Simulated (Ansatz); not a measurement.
An Ansatz (a quantum-chemistry and plane-wave program) input (PBE (Ansatz; PAW; 420 eV plane waves; no spin-orbit coupling)):

Ansatz 0.2 input:
```yaml
crystal:
  lattice:
    - [-3.0238427852, 3.0238427852, 5.8303414956]
    - [3.0238427852, -3.0238427852, 5.8303414956]
    - [3.0238427852, 3.0238427852, -5.8303414956]
  atoms:
    - { symbol: Cd, position: [0, 0, 0] }
    - { symbol: Cd, position: [0.75, 0.25, 0.5] }
    - { symbol: Ge, position: [0.5, 0.5, 0] }
    - { symbol: Ge, position: [0.25, 0.75, 0.5] }
    - { symbol: As, position: [0.875, 0.8482759355, 0.4732759355] }
    - { symbol: As, position: [0.1517240645, 0.625, 0.0267240645] }
    - { symbol: As, position: [0.375, 0.4017240645, 0.5267240645] }
    - { symbol: As, position: [0.5982759355, 0.125, 0.9732759355] }
basis: { ecutwfc: 420, ecutrho_ratio: 4, xc_grid: 2, fft_grid_basis: typed }
kpoints: { mp_grid: { grid: [8, 8, 8] } }
hamiltonian:
  xc: pbe
  dispersion: none
  pseudopotentials: { kind: paw }
scf: { occupations: { method: fermi_dirac, width: 0.05 }, convergence: { dr2_threshold: 0.0000000008 } }
relax: { f_tol: 0.005, max_steps: 50 }
output: { forces: true, stress: true }
checkpoint: { write: state.ck, write_every: 1000 }
```

Problem. Which symmetry and how many k-points will the program report, and about how many plane waves at Γ?

Solution. Space group I-42d (ITA 122) with 8 operations, k-points 59 of 512, and 4131 plane waves at Γ.

Problem. And the final pressure?

Solution. -0.74 GPa (compression positive).

The cells carry an imposed strain or load. Stability against distortions was not tested. The cell was made from CdGeAs$_{2}$ in the chalcopyrite structure (space group I-42d, No. 122) by this change: uniaxial strain ε_zz = +1.50 %.
